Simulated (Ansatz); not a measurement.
The cell is built on a prototype and need not be the phase stable at ambient conditions.

Tunnelling through a barrier is set by its complex band structure: the current falls as exp(−2κd) with the smallest κ.

Data:

```yaml
crystal:
  lattice:
    - [3.39575, 0.00000, 0.00000]
    - [-1.69787, 2.94081, 0.00000]
    - [0.00000, 0.00000, 5.60175]
  atoms:
    - { symbol: Be, position: [0.66667, 0.33333, 0.99946] }
    - { symbol: Be, position: [0.33333, 0.66667, 0.49946] }
    - { symbol: S, position: [0.66667, 0.33333, 0.62574] }
    - { symbol: S, position: [0.33333, 0.66667, 0.12574] }
```

Space group of this cell: P6_3mc, wurtzite. The cell was relaxed by PBE-D3(BJ); by r2SCAN its mean pressure is 3.4 GPa.

Transport runs along the normal of the first two printed cell vectors.

The gap is the functional's own. No spin-orbit coupling. Mid-gap values are interpolated on the energy grid.

### Question
Give the band gap and the smallest decay constant κ at mid-gap that r2SCAN in Ansatz (a first-principles code) yields.

### Answer
Gap 3.96 eV on a 12×12×6 mesh; κ = 0.273 1/Å, at the zone centre.
